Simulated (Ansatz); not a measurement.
Data:

End structure of a constructed model of the (111)A surface of zinc-blende ZnS, Zn-terminated, 2x2 Mg adatom at H3 (bottom of the slab: 2 H on 4 bottom sites):

```xyz
35
Lattice="7.6984 0.0000 0.0000 -3.8492 6.6670 0.0000 0.0000 0.0000 29.5000" Properties=species:S:1:pos:R:3 pbc="T T T"
S     -0.0119     0.0069     9.7540
S      3.8692    -0.0116     9.3840
S     -1.9044     3.3219     9.3843
S      1.9127     3.3403     9.7540
Zn     2.0979     1.0111    10.3584
Zn     5.5840     1.2205    10.3304
Zn    -0.1896     4.5544    10.3304
Zn     4.0218     4.3450    10.3556
S      1.9246     1.1112    12.7029
S      5.7738     1.1112    12.7029
S      0.0000     4.4447    12.7029
S      3.8492     4.4447    12.7029
Zn     0.0000     2.2223    13.4886
Zn     3.8492     2.2223    13.4886
Zn    -1.9246     5.5558    13.4886
Zn     1.9246     5.5558    13.4886
S      0.0030     2.2206    15.8333
S      3.8479     2.2069    15.8530
S     -1.9119     5.5647    15.8530
S      1.9137     5.5621    15.8530
Zn     0.0005     0.0073    16.6144
Zn     3.8505    -0.0007    16.7188
Zn    -1.9171     3.3292    16.6067
Zn     1.9185     3.3294    16.6144
S      0.0014     0.0249    18.9791
S      3.8506    -0.0008    19.1227
S     -1.9014     3.3201    18.9724
S      1.9037     3.3198    18.9791
Zn     1.9500     1.0965    19.9900
Zn     5.7514     1.0990    19.9852
Zn    -0.0007     4.4701    19.9852
Zn     3.8506     4.4438    19.1541
H      0.0515    -0.0300     8.4033
H      1.9763     3.3039     8.4033
Mg     0.0012     2.2216    21.6605
```

Set-up: 35 atoms, 13.2 Å thick at the start with caps and adatoms (thin: gaps and levels are the slab's own); mesh 3x3x1; 0.025 eV smearing; dipole correction on; 8 atoms held, the rest relaxed; held to the start's symmetry, so lower structures may exist; no spin (no spin-polarised run to compare, though such a face may carry moments), no spin-orbit, no U. The slab shows no gap over 0.04 eV on its mesh. In PBE it lies 0.19 eV a 1x1 cell over the lowest computed structure of the same composition (2x2 Mg adatom at T4).

Give the work function of the top face at the level PBE in Ansatz (an electronic-structure program).

3.49 eV
